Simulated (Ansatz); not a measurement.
# Hypothetical Pm-3n GaN: pressure series

The reference is GaN (space group Pm-3n, No. 223; a = 5.571 Å; a hypothetical phase, not in the database extracts checked).

Cell and atoms are relaxed at each pressure.

The values are results of plane-wave PAW DFT at the PBE level (Ansatz, an electronic-structure program, 420 eV), spin-orbit coupling left out, not measurements.

Two rows of this table had their results exchanged by mistake.

```json
[
 {"pressure": "pressure −2 GPa", "volume per atom (Å³)": "14.63", "shortest distance (Å)": "1.980", "band gap": "1.43 eV"},
 {"pressure": "pressure −1 GPa", "volume per atom (Å³)": "14.52", "shortest distance (Å)": "1.975", "band gap": "1.47 eV"},
 {"pressure": "pressure 0.3 GPa", "volume per atom (Å³)": "14.38", "shortest distance (Å)": "1.968", "band gap": "1.51 eV"},
 {"pressure": "pressure 0.7 GPa", "volume per atom (Å³)": "13.93", "shortest distance (Å)": "1.948", "band gap": "1.63 eV"},
 {"pressure": "pressure 3 GPa", "volume per atom (Å³)": "14.11", "shortest distance (Å)": "1.956", "band gap": "1.58 eV"},
 {"pressure": "pressure 5 GPa", "volume per atom (Å³)": "14.34", "shortest distance (Å)": "1.967", "band gap": "1.52 eV"},
 {"pressure": "pressure 7.5 GPa", "volume per atom (Å³)": "13.72", "shortest distance (Å)": "1.938", "band gap": "1.68 eV"},
 {"pressure": "pressure 10 GPa", "volume per atom (Å³)": "13.53", "shortest distance (Å)": "1.929", "band gap": "1.73 eV"}
]
```

**Question.** Which two?

**Answer.** The rows for pressure 0.7 GPa and pressure 5 GPa: the volume has to fall steadily with pressure, so 14.34 Å³ belongs to pressure 0.7 GPa and 13.93 Å³ to pressure 5 GPa.

Load acts through the strain it causes; cell and atoms are relaxed under it. No phonon test of stability was made. Competing high-pressure phases were not computed.
